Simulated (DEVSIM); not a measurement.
System: Si n-i-p diode, at 400 K.

Layer 1 from the left is Si, thickness (μm) 0.510, Nd (cm⁻³) 5.2e17, τn (s) 1.1e-7, τp (s) 1.1e-7. Layer 2 from the left is Si, thickness (μm) 13.0, Na (cm⁻³) 1.9e13, τn (s) 1.1e-7, τp (s) 1.1e-7. Layer 3 from the left is Si, thickness (μm) 0.280, Na (cm⁻³) 4.1e18, τn (s) 3.3e-9, τp (s) 1.1e-7.

Left contact: ohmic. Right contact: ohmic. Voltage is applied to the left contact. Recombination: SRH at mid-gap, radiative, Auger. Mobility is constant in doping.

The device is made up for the run: typed textbook-type constants, with dimensions and the other settings drawn at random. Values at 300 K; Nc and Nv go as T^1.5, mobilities as T to minus their exponent, the gap by Varshni's rule with the affinity fixed.

Si: gap (eV) 1.124, affinity (eV) 4.05, permittivity 11.7, Nc (cm⁻³) 2.86e19, Nv (cm⁻³) 3.1e19, μn (cm²/Vs) 1417, μp (cm²/Vs) 470, T exponent of μn 2.3, T exponent of μp 2.2, B (cm³/s) 4.7e-15, Cn (cm⁶/s) 2.8e-31, Cp (cm⁶/s) 9.9e-32, Varshni α (eV/K) 0.000473, Varshni β (K) 636.

Model (solved in DEVSIM): 1D drift-diffusion, Boltzmann statistics, complete ionisation; no tunnelling, impact ionisation, image-force lowering or self-heating.

Question: What does the simulation give for the dark forward voltage at 1 A/cm², the dark forward voltage at 100 A/cm², the potential step across the device at zero bias?

Answer: dark forward voltage at 1 A/cm² 0.369 V; dark forward voltage at 100 A/cm² 0.625 V; potential step across the device at zero bias 0.859 V.
